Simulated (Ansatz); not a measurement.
β-phase InSe (model structure)

Method: PBEsol (Ansatz, a first-principles code, plane waves, PAW).

Cell: relaxed at this level.

```json
{
 "interlayer_binding_energy": "3.2 meV/Å²",
 "layer_repeat_distance": "8.500 Å",
 "gap_between_the_layers": "3.167 Å"
}
```

Note: the relaxation could raise the start's symmetry but not lower it, so the cell can be a saddle point; the cell has widely spaced layers and the level no dispersion term, so their spacing and the moduli can rest on weak binding.

Spin–orbit coupling is not included.

A model structure was made by putting elements into a prototype or built by hand; it is no filed structure, need not be a known phase, and can be a saddle point held by its symmetry.
